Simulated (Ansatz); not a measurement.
For LaN (model structure, started from the zincblende type, F-43m, No. 216, 2 atoms in the cell), PBE-D3(BJ) in Ansatz (plane waves, PAW) gives:

```
Item                 Result
------------------  -------
lattice constant a  5.567 Å
band gap            1.18 eV
```

Problem. What does r²SCAN in Ansatz (PAW) give for the same quantities?

Solution. 
- lattice constant a: 5.605 Å (rises by 0.7 %)
- band gap: 1.51 eV (rises by 0.33 eV)

Changes are worked out from the printed values.

Unless a cell is named, each level is at its own relaxed cell (PBE-D3(BJ) 21.57, r²SCAN 22.01 Å³/atom).

Levels without +SOC have no spin–orbit coupling; where heavier elements are present it shifts gaps, mostly down, and can invert bands. Density-functional gaps are differences of (generalised) Kohn–Sham levels.

Ansatz's density-functional and Hartree–Fock values are scalar-relativistic unless marked +SOC, with PAW data made under PBE.

A model structure was made by putting elements into a prototype or built by hand; it is no filed structure, need not be a known phase, and can be a saddle point held by its symmetry.

Ansatz is a first-principles code.
